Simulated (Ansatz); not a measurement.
The parent structure is TiSi$_{2}$ (space group Fddd, No. 70; a = 4.779 Å, b = 8.230 Å, c = 8.521 Å). Axes: x, y, z lie along a, b, c of the conventional cell.

The values are results of Ansatz (a first-principles code) r2SCAN, no SOC, not measurements.

Strains are applied to the cell and any free atomic positions relax; under biaxial strain the out-of-plane vector relaxes too; under stress the whole cell relaxes.

One change was made to it. Results:

| quantity | base | after |
|---|---|---|
| energy relative to the base (free energy F) | 0 meV/atom | +0.6 meV/atom |
| shortest interatomic distance | 2.519 Å | 2.521 Å |
| band gap | zero | zero |

### Question
What was done to the base?
A) biaxial strain −2.91 %, plane normal [001], relaxed out of plane
B) uniaxial strain ε_zz = +1.07 %
C) uniaxial stress, 2 GPa tension along x
D) uniaxial strain ε_yy = −1.61 %

### Answer
C, uniaxial stress, 2 GPa tension along x. For comparison, the energy relative to the base in the other runs: biaxial strain −2.91 %, plane normal [001], relaxed out of plane gives +28 meV/atom; uniaxial strain ε_zz = +1.07 % gives +2.0 meV/atom; uniaxial strain ε_yy = −1.61 % gives +3.9 meV/atom.

Without a gap, meshes like the base's 13×13×13 leave anisotropic stresses uncertain by several tenths of a GPa, and small strain energies with them. Stability under load was not tested beyond the relaxation. The final runs are not spin-polarised.
